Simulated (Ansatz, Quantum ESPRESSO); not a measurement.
## One structure in several programs: C₃N₄ (P-43m, 7 atoms in the cell)

Zone-centre phonon calculation.

```
C3N4
1.0
    3.45676     0.00000     0.00000
    0.00000     3.45676     0.00000
    0.00000     0.00000     3.45676
C N
3 4
Direct
  0.00000   0.00000   0.50000
  0.50000   0.00000   0.00000
  0.00000   0.50000   0.00000
  0.24569   0.24569   0.75431
  0.24569   0.75431   0.24569
  0.75431   0.75431   0.75431
  0.75431   0.24569   0.24569
```

Shared settings, as Ansatz (a program for electronic structure) writes them: kpoints.mp_grid.grid = 10 10 10; scf.occupations.method = fixed. Potentials and cutoffs stand in the table.

| code | model | highest zone-centre frequency, without LO-TO term (cm⁻¹) | mean ε∞ at this mesh | cutoff |
|---|---|---|---|---|
| Quantum ESPRESSO | LDA (PZ), GBRV 1.5 ultrasoft (LDA) pseudopotentials | 1204 | 5.31 | 40 Ry |
| Ansatz | LDA (PW92), PAW files made with PBE | 1199 | 5.31 | default |

The spread over the programs that give each value: highest zone-centre frequency, without LO-TO term within 5.0 cm⁻¹; mean ε∞ at this mesh within 0.00 .

The same LDA comes in different parametrisations, which differ slightly.

The starting cell comes from a database of computed structures (which also holds hypothetical and non-ambient phases and stackings), without a prior relaxation at this level.

Keys are those of Ansatz 0.2.
